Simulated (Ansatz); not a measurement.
# Pressure series in C

The reference is C in the diamond structure (space group Fd-3m, No. 227).

```
C
1.0
    0.00000     1.78579     1.78579
    1.78579     0.00000     1.78579
    1.78579     1.78579     0.00000
C
2
Direct
  0.00000   0.00000   0.00000
  0.25000   0.25000   0.25000
```

Cell and atoms are relaxed at each pressure.

Computed with PBE, PAW, 420 eV (Ansatz, a program for electronic structure; no spin-orbit coupling).

| variant | band gap | smallest direct gap | density |
|---|---|---|---|
| base | 4.13 eV | 5.58 eV | 3.50 g/cm³ |
| pressure −2 GPa | 4.12 eV | 5.57 eV | 3.49 g/cm³ |
| pressure −1 GPa | 4.12 eV | 5.58 eV | 3.49 g/cm³ |
| pressure 0.9 GPa | 4.13 eV | 5.59 eV | 3.51 g/cm³ |
| pressure 2.1 GPa | 4.14 eV | 5.60 eV | 3.52 g/cm³ |
| pressure 4.5 GPa | 4.15 eV | 5.61 eV | 3.54 g/cm³ |
| pressure 9 GPa | [?] | [?] | [?] |
| pressure 15 GPa | 4.20 eV | 5.67 eV | 3.62 g/cm³ |
| pressure 22.5 GPa | 4.24 eV | 5.72 eV | 3.67 g/cm³ |
| pressure 30 GPa | 4.27 eV | 5.76 eV | 3.73 g/cm³ |

Problem. What belongs in the blanks?

Solution. 
- pressure 9 GPa, band gap: 4.17 eV
- pressure 9 GPa, smallest direct gap: 5.64 eV
- pressure 9 GPa, density: 3.57 g/cm³

Load acts through the strain it causes; cell and atoms are relaxed under it. Whether these cells are dynamically stable was not tested. Competing high-pressure phases were not computed.
